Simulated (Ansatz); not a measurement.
**BAs, response to strain**

The reference is BAs in the zinc blende structure (space group F-43m, No. 216).

```xyz
2
Lattice="0.0000 2.3839 2.3839 2.3839 0.0000 2.3839 2.3839 2.3839 0.0000" Properties=species:S:1:pos:R:3 pbc="T T T"
As     3.5759     3.5759     3.5759
B      0.0000     0.0000     0.0000
```

Cartesian axes are those of the cell as printed.

Strains are applied to the cell and any free atomic positions relax; under biaxial strain the out-of-plane vector relaxes too.

Method: Ansatz (a program for electronic structure), PBEsol, PAW, cutoff 420 eV, no spin-orbit coupling.

Base values:

```
Property   Result
--------  -------
Band gap  1.08 eV
```

**Question.** The aim is a band gap between 0.38 eV and 0.43 eV. Which of these changes reaches it?
A. isotropic strain +1.55 %
B. biaxial strain +3.43 %, plane normal [001], relaxed out of plane
C. tensor shear ε_yz = −3.68 %

**Answer.** B, biaxial strain +3.43 %, plane normal [001], relaxed out of plane. It gives 0.40 eV; isotropic strain +1.55 % gives 1.13 eV; tensor shear ε_yz = −3.68 % gives 0.23 eV. Changes not listed may reach it too

Stability against distortions was not tested. A zero or small gap of BAs under tensor shear ε_yz = −3.68 % can be the functional's error rather than a property of the material.
